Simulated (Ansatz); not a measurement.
Structures of equal composition on the (111) surface of fcc Pt: a layer of Pd in place of the second plane; a layer of Pd in place of the third plane. The slabs share one bottom face, and each structure is named by its start. These are constructed structures in small cells; real faces may alloy, dewet or reconstruct in larger ones, and not all known structures of the face are among them. Slabs of about 11 Å with all that they carry, Fermi-Dirac smearing of 0.1 eV. Bottom of the slabs: a bare face, its two planes held. Relaxed from the named starts with such symmetry as they have, on meshes of like density; energies extrapolated to zero smearing; no spin-orbit coupling, no U. Spin-polarised runs, if any, are marked in brackets, and their order is one that fits the cell; the others ran without spin.

Calculation: PBE (plane waves to 420 eV, PAW; Ansatz, a first-principles code).

### Question
Put the candidates in order of energy per 1x1 cell, lowest first, for PBE.

### Answer
a layer of Pd in place of the second plane (0.000 eV), a layer of Pd in place of the third plane (0.048 eV)
